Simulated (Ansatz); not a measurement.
System: AlB2-type HfB₂. Method: PBE (PAW; Ansatz, a program for electronic structure).

Run with plane-wave cutoff 520 eV, 24×24×18 k mesh (along the axes of the cell as run), Fermi–Dirac smearing 0.088 eV (set by the program), scalar-relativistic PAW data made under PBE.

Computed at the level's own relaxed cell.

```
HfB2
1.0
    3.14558     0.00000     0.00000
   -1.57279     2.72415     0.00000
    0.00000     0.00000     3.48617
Hf B
1 2
Cartesian
  0.00000   0.00000   0.00000
  1.57279   0.90805   1.74308
  0.00000   1.81610   1.74308
```

Give the elastic tensor (Voigt notation, GPa, ions relaxed, in the Cartesian axes of the cell as printed).


```
  595.0    65.2   120.7     0.0     0.0     0.0
   65.2   595.0   120.7     0.0     0.0     0.0
  120.7   120.7   444.9     0.0     0.0     0.0
    0.0     0.0     0.0   258.6     0.0     0.0
    0.0     0.0     0.0     0.0   258.6     0.0
    0.0     0.0     0.0     0.0     0.0   264.9
```

Spin–orbit coupling is not included.

The computed numbers hold no vibrational or temperature effects.
